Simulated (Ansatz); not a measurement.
Consider a 16-atom supercell of NaF in the rock salt structure (space group Fm-3m, No. 225; a = 4.702 Å) at its relaxed geometry.

Level of theory: PBE (Ansatz, a first-principles code; PAW; 420 eV plane waves; without spin-orbit coupling).

One neutral defect a cell, atoms relaxed at fixed cell.

One change was made to it. Results:

The pressure goes from zero to 1.3 GPa; the largest displacement of a host atom from its site in the perfect cell comes out as 0.15 Å.

Question: Which change produced these results?
A. Na on a F site (antisite)
B. F on a Na site (antisite)
C. Na interstitial (started 1.84 Å from the nearest host atom)

Answer: B, F on a Na site (antisite). For comparison, the pressure in the other runs: Na on a F site (antisite) gives 7.7 GPa; Na interstitial (started 1.84 Å from the nearest host atom) gives 9.1 GPa.

The magnetic state is the one reached from the starting moments; the real material's order can differ, and small cells can't hold many antiferromagnetic ones. In so small a cell the defect repeats every few ångströms: this is an ordered compound, not a dilute defect. A case with no gap was solved on a k-mesh chosen for an insulator, which is coarse for it. Starting moments died away, wholly or in part, for Na on a F site (antisite) and Na interstitial (started 1.84 Å from the nearest host atom); another magnetic solution may exist.
